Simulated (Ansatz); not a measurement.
**Ga interstitial (zinc-blende GaAs host)**

Calculation: PBE, PAW (plane waves to 420 eV; Ansatz, a program for electronic structure). The supercell holds 64 host sites (2×2×2 repeats of a cell of 8 atoms), with a 2×2×2 shifted k-point sampling for the final energies. Site at the start: void with 4Ga nearest. Energies of charged states are corrected for periodic images (point charge plus alignment at distant sites). Dielectric constants: PBE linear response of the host. Host gap at this level: 0.16 eV. Finite-size and sampling errors can reach tenths of an eV here. PBE closes or nearly closes this host's gap, so even the neutral cell can hold carriers in host bands. Spin–orbit coupling is left out. Each state is the lowest found from its start.

Formation energies E_f are given with the Fermi level at the valence-band maximum. Chemical conditions: As-rich (Δμ(Ga) = -0.70 eV; only phases computed here count, gases as isolated molecules at 0 K); Ga-rich (Δμ(Ga) = 0.00 eV; only phases computed here count, gases as isolated molecules at 0 K). Reference phases: Ga: alpha gallium.

The name describes the start; the neighbours show where the atoms ended.

Charges with a result: +3, +2, +1, 0. Others weren't obtained, and one of them could lie lower, also by skipping a charge.

| charge | moment (μB) | largest move off a lattice site (Å) | neighbours of the last Ga atom of the defect at the end (Å) | image correction with alignment (eV) | E_f, As-rich (eV) | E_f, Ga-rich (eV) |
|---|---|---|---|---|---|---|
| +3† | not spin-polarised | 0.34 | Ga 2.67, Ga 2.69, Ga 2.70, Ga 2.70, As 2.77, As 2.77, As 2.82 | 1.13 | – | – |
| +2† | fractional | 0.25 | Ga 2.67, Ga 2.68, Ga 2.68, Ga 2.68 | 0.65 | – | – |
| +1† | not spin-polarised | 0.19 | Ga 2.67, Ga 2.67, Ga 2.67, Ga 2.67 | 0.25 | – | – |
| 0† | quenched | 0.17 | Ga 2.66, Ga 2.66, Ga 2.66, Ga 2.66 | 0.00 | 3.19 | 2.49 |

† Not settled in this cell, so no level is given: charge +3: a level filled in part, carriers not clearly localised, level within 0.1 eV of a band edge or past it; charge +2: fractional moment, a level filled in part, carriers not clearly localised, level within 0.1 eV of a band edge or past it; charge +1: carriers not clearly localised; charge 0: a level filled in part, carriers not clearly localised, level within 0.1 eV of a band edge or past it.

Starting moments that weren't kept: charge 0 began with 1 μB and ended with 0.0.

Not the lowest form: the same atoms on another site or from another start ended lower, by 0.40 eV at charge +3; by 0.16 eV at charge +2.

Flagged in the runs: a strain field that reaches the edge of the cell.
